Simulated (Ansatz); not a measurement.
Base system: CsSnI₃ in the cubic perovskite structure (space group Pm-3m, No. 221; a = 6.130 Å).

It is then changed as follows: H takes the place of Cs on all its sites, then cell and atoms are relaxed.

Levels (all Ansatz, a first-principles code, PAW): PBEsol (420 eV, scalar-relativistic without spin-orbit coupling); r2SCAN (500 eV, no spin-orbit coupling).

The geometry is relaxed with PBEsol.

* **PBEsol pressure**: 0.0 GPa
* **PBEsol magnetic state**: ferromagnetic
* **PBEsol largest site moment**: 0.95 μB

### Question
How does going to r2SCAN change the pressure, magnetic state and largest site moment?

### Answer
The pressure goes from zero to 0.5 GPa; the magnetic state is still ferromagnetic; the largest site moment remains 0.95 μB.

The magnetic state is the one reached from the starting moments; the real material's order can differ, and small cells can't hold many antiferromagnetic ones. Single points use the geometry relaxed with PBEsol. Their cutoffs differ, which shifts pressures a little. Whether these cells are dynamically stable was not tested. As relaxed here, SnHI3 is a hypothetical phase, not in the database extracts checked. Many cubic perovskites are stable only at high temperature; tilts and polar distortions were not tested.
